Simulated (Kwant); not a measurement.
Device: wire with a row of barriers in a In0.53Ga0.47As two-dimensional gas. Effective mass 0.041 mₑ, grid spacing 8.3 nm, hard walls, nominal width 200 nm (25 grid rows, so walls 215.8 nm apart), one parabolic valley, scattering region 830 nm long along x; energies count from the band bottom; Fermi energy swept from 0.00018343 to 0.0021782 eV. 3 barrier(s) across the wire, height 0.0093 eV, thickness 24.9 nm (about 3 grid columns), spaced by 49.8 nm.

The device is made up for the run: typed textbook-type constants, with dimensions and the other settings drawn at random.

Computed with Kwant: effective-mass tight-binding model on a square grid, one spin, coherent transport at 0 K. Conductance is in e²/h.

Question: How many channels do the leads carry at E = 0.986, 1.20, 1.49 meV?

Answer: The hard-wall thresholds are n² ħ²π²/(2mW²) = n² × 0.197 meV with W = 215.8 nm. √(0.986/0.197) = 2.24, so 2. √(1.20/0.197) = 2.47, so 2. √(1.49/0.197) = 2.75, so 2.
